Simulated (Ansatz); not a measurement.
Start from WC (space group P-6m2, No. 187; a = 2.913 Å, c = 2.835 Å; relaxed with 0.1 eV smearing).

Level of theory: r2SCAN (Ansatz, a quantum-chemistry and plane-wave program), no SOC.

Before the change:

```
Quantity   Result
--------  -------
Pressure  0.0 GPa
```

The change: every lattice vector is shortened by 0.59 %, atoms relaxed at fixed cell.

**Question.** Predict the new pressure.

**Answer.** The pressure (mean of the normal stresses, compression positive) goes from zero to 7.5 GPa.

**Question.** How does this affect the energy relative to the base?

**Answer.** The energy increases by 4.2 meV/atom.

The cells carry an imposed strain or load. Stability against distortions was not tested. All final runs are without spin polarisation.
